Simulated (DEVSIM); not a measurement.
Structure: abrupt Ge n-p junction, at 400 K.

Layer 1 from the left is Ge, thickness (μm) 2.20, Nd (cm⁻³) 3.3e15, τn (s) 0.00035, τp (s) 0.00035. Layer 2 from the left is Ge, thickness (μm) 9.30, Na (cm⁻³) 2.6e17, τn (s) 0.00035, τp (s) 0.00035.

Left contact: ohmic. Right contact: ohmic. Voltage is applied to the left contact. Recombination: SRH at mid-gap, radiative, Auger. Mobility is μmin + (μ − μmin)/(1 + (N/Nref)^α).

The device is made up for the run: typed textbook-type constants, with dimensions and the other settings drawn at random. Values at 300 K; Nc and Nv go as T^1.5, mobilities as T to minus their exponent, the gap by Varshni's rule with the affinity fixed.

Ge: gap (eV) 0.664, affinity (eV) 4, permittivity 16, Nc (cm⁻³) 1.04e19, Nv (cm⁻³) 6e18, μn (cm²/Vs) 3900, μp (cm²/Vs) 1900, μn,min 150, μp,min 100, Nref,n 2.6e17, Nref,p 4e17, αn 0.56, αp 0.6, T exponent of μn 1.66, T exponent of μp 2.33, B (cm³/s) 6.4e-14, Cn (cm⁶/s) 1e-31, Cp (cm⁶/s) 1e-31, Varshni α (eV/K) 0.000477, Varshni β (K) 235.

Simulated with DEVSIM: 1D drift-diffusion, Boltzmann statistics, complete ionisation; no tunnelling, impact ionisation, image-force lowering or self-heating.

Problem. What does the simulation give for the dark forward voltage at 100 A/cm², the potential step across the device at zero bias, the largest field in the device at zero bias?

Solution. dark forward voltage at 100 A/cm² 0.091 V; potential step across the device at zero bias 0.214 V; largest field in the device at zero bias 28000 V/cm.
